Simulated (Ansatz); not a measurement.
System: O vacancy in monoclinic ZrO2 (charge state +2). All values below come from PBE, PAW (plane waves to 420 eV; Ansatz, a first-principles code).

Settings: 96 host sites, the relaxed PBE lattice, the Γ point alone, smearing 0.01 eV, spin-restricted, no image-charge correction. Static, classical nuclei. The charge state is imposed; whether it is stable for some Fermi level was not computed. Forms of the defect that were not tried may lie lower. The start lies 0.66 eV above the lowest site run (PBE).

Barriers: single points on a 2×2×2 k-point mesh shifted by half a step at the bands' geometries.

Relaxed starting cell (atoms counted from 1):

```xyz
95
Lattice="10.3787 0.0000 0.0000 0.0000 10.4835 0.0000 -1.8071 0.0000 10.6048" Properties=species:S:1:pos:R:3 pbc="T T T"
Zr     0.7155     2.2847     3.5964
Zr    -0.1339     2.3852     9.0575
Zr     0.7852     7.6297     3.7506
Zr    -0.1251     7.6581     9.0959
Zr     5.9914     2.3797     3.7533
Zr     5.1205     2.3774     9.1026
Zr     6.0477     7.6533     3.7374
Zr     5.0618     7.6279     9.0670
Zr     3.5123     2.8334     1.5356
Zr     2.6645     2.7730     6.9824
Zr     3.5106     8.0722     1.5139
Zr     2.5799     8.0993     6.8302
Zr     8.6549     2.8528     1.5140
Zr     7.7736     2.8426     6.8347
Zr     8.7022     8.0780     1.5195
Zr     7.7434     8.1223     6.8419
Zr     3.2012     5.1079     4.1005
Zr     2.1330     5.0272     9.4913
Zr     3.1006    10.2110     4.1424
Zr     2.1562    10.2528     9.4737
Zr     8.2329     4.9986     4.1900
Zr     7.3356     5.0210     9.4964
Zr     8.2281    10.2379     4.1717
Zr     7.3322    10.2466     9.4892
Zr     1.2798     0.1784     1.0668
Zr     0.3106     0.2558     6.3898
Zr     1.2345     5.4552     1.1181
Zr     0.2406     5.5763     6.4844
Zr     6.4275     0.2112     1.0984
Zr     5.5438     0.2204     6.4067
Zr     6.4234     5.4666     1.1116
Zr     5.5296     5.4709     6.4351
O     -0.4368     0.8428     4.4693
O     -1.3349     0.9170     9.8065
O     -0.4381     6.1374     4.5353
O     -1.3485     6.1697     9.8392
O      4.7384     0.9350     4.5160
O      3.8660     0.9023     9.8020
O      4.8233     6.1494     4.4888
O      3.8343     6.1624     9.8146
O      4.6976     4.3421     0.7952
O      3.5474     4.3276     5.9851
O      4.7255     9.5551     0.7730
O      3.7988     9.5984     6.0863
O      9.9265     4.2917     0.7827
O      9.0489     4.2848     6.0649
O      9.9337     9.5292     0.7672
O      8.9977     9.5726     6.0984
O      4.3200     3.5611     3.3967
O      3.3878     3.5359     8.8030
O      4.2930     8.7674     3.4341
O      3.3590     8.7675     8.7125
O      9.4844     3.5292     3.4304
O      8.5510     3.5548     8.7213
O      9.4483     8.7447     3.4426
O      8.5380     8.7820     8.7337
O     -0.0221     1.6272     1.8235
O     -0.9026     1.6929     7.1628
O      0.0144     6.9126     1.8775
O     -0.9430     6.9550     7.2057
O      5.2034     1.6962     1.8445
O      4.3418     1.6938     7.1979
O      5.2164     6.9367     1.8708
O      4.2764     6.9140     7.1362
O      0.5435     3.8942    10.4779
O      1.4852     9.1710     5.1467
O      0.5656     9.1415    10.4599
O      6.6337     3.9006     5.1820
O      5.7541     3.8944    10.4839
O      6.6390     9.1400     5.1688
O      5.7454     9.1307    10.4672
O      2.8391     1.3430     0.1031
O      1.7772     1.7119     5.3931
O      2.8200     6.5832     0.1289
O      1.8807     6.5196     5.4107
O      8.0202     1.3414     0.1247
O      7.1145     1.3414     5.4186
O      8.0082     6.5758     0.1253
O      7.1042     6.5765     5.4545
O      2.3767     1.2245     2.7330
O      1.4748     1.2683     8.0706
O      2.3944     6.5312     2.7553
O      1.4358     6.5509     8.0985
O      7.5607     1.2622     2.7678
O      6.6835     1.2740     8.0801
O      7.5785     6.5024     2.7847
O      6.6346     6.5078     8.0709
O      1.8842     3.9523     2.6645
O      1.0260     3.9799     7.7197
O      1.9285     9.1699     2.4953
O      0.9954     9.2203     7.7979
O      7.1146     3.9565     2.5225
O      6.1627     3.9640     7.8122
O      7.1047     9.1880     2.5129
O      6.1754     9.2058     7.8151
```
Cell charge +2.

End state 1 differs by these moves (Å; atoms that move under 0.08 Å are left out):

```csv
atom,element,Δx,Δy,Δz
1,Zr,0.00,0.17,0.01
10,Zr,0.00,0.17,0.01
17,Zr,-0.13,-0.13,0.10
19,Zr,0.04,-0.07,-0.03
26,Zr,-0.13,-0.13,0.10
28,Zr,0.04,-0.07,-0.03
33,O,0.27,0.06,0.14
42,O,0.27,0.06,0.14
73,O,-0.18,1.81,-0.19
80,O,-0.02,0.03,0.14
81,O,0.02,0.01,-0.14
88,O,0.02,0.01,-0.14
89,O,-0.02,0.03,0.14
```

Question: Give the forward and backward barriers to end state 1 at the level PBE, PAW.

Answer: forward 0.31 eV, backward 0.31 eV; at the saddle point atom 73 has neighbours 2 Zr at 2.01 Å. The saddle point's order was not checked, and it lies on a symmetry element of the cell, where a band can be held.
